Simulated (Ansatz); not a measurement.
**PBE against PBEsol: hypothetical Fm-3m WTe2**

The reference is WTe₂ (space group Fm-3m, No. 225; a = 6.660 Å; a hypothetical phase, not in the database extracts checked).

(Cell as relaxed with PBE.)

Levels (all Ansatz, a first-principles code, PAW): PBE (420 eV, no spin-orbit coupling); PBEsol (420 eV, spin-orbit coupling left out).

Each level relaxes its own structure.

```
quantity                  PBE    PBEsol
-------------------  --------  --------
volume per atom      24.62 Å³  23.62 Å³
lattice parameter a   6.660 Å   6.569 Å
band gap                 zero      zero
```

PBE's volume per atom lies 1.00 Å³ above PBEsol's (4.2 %); PBE's lattice parameter a lies 0.091 Å above PBEsol's (1.4 %); the two agree on the band gap. Neither level is exact; PBEsol is the comparison here, not a measurement.

No phonon test of stability was made. All final runs are without spin polarisation. WTe2 has a high density of states at the Fermi level and may be magnetic at this level.
